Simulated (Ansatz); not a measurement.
System: InP (P6₃mc, No. 186, 4 atoms in the cell; start mp-966800; a measured phase of this formula has another space group). Method: r²SCAN in Ansatz (PAW).

Run with plane-wave cutoff 600 eV, 12×12×6 k mesh (along the axes of the cell as run), scalar-relativistic PAW data made under PBE.

Computed at the level's own relaxed cell.

Elastic tensor (GPa, Voigt notation, ions relaxed):

```
  116.8    49.3    36.2     0.0     0.0     0.0
   49.3   116.8    36.2     0.0     0.0     0.0
   36.2    36.2   135.5     0.0     0.0     0.0
    0.0     0.0     0.0    28.2     0.0     0.0
    0.0     0.0     0.0     0.0    28.2     0.0
    0.0     0.0     0.0     0.0     0.0    33.8
```

### Question
Work out the Voigt, Reuss and Hill averages of the bulk and shear moduli, Young's modulus and Poisson's ratio from the printed constants.

### Answer
K_V = [C11 + C22 + C33 + 2(C12 + C13 + C23)]/9 = [369.1 + 2 × 121.7]/9 = 68.1 GPa. G_V = [369.1 − 121.7 + 3 × 90.2]/15 = 34.5 GPa. From the compliances S = C⁻¹, K_R = 68.0 and G_R = 33.2 GPa. Hill means: K = 68.0, G = 33.9 GPa. E = 9KG/(3K + G) = 87 GPa, ν = (3K − 2G)/(6K + 2G) = 0.29, K/G = 2.01.

Note: the relaxation could not lower the start's symmetry, so the cell can be a saddle point above a distorted one.

Computed values are for the static lattice.

A start named mp-… is a Materials Project structure, which need not be a measured phase.

Ansatz is a first-principles code.
